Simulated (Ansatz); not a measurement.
The reference is Na in the bcc (W type) structure (space group Im-3m, No. 229; a = 4.173 Å; relaxed with 0.1 eV smearing). Axes: x, y, z lie along the cube axes.

Calculations: PBEsol/PAW in Ansatz (a program for electronic structure), spin-orbit coupling left out.

For the base:

```
Property           Result
---------------  --------
Volume per atom  36.35 Å³
```

The change: biaxial strain −1.25 %, plane normal [111], relaxed out of plane (Cartesian); in-plane vectors clamped, the third vector and the atoms free.

Task: What does the calculation give for the volume per atom after the change?

Result: The volume per atom shrinks by 0.681 Å³ (36.35 Å³ → 35.66 Å³).

Task: How does this affect the in-plane stress?

Result: The mean in-plane stress (compression positive) is +0.2 GPa.

Whether these cells are dynamically stable was not tested.
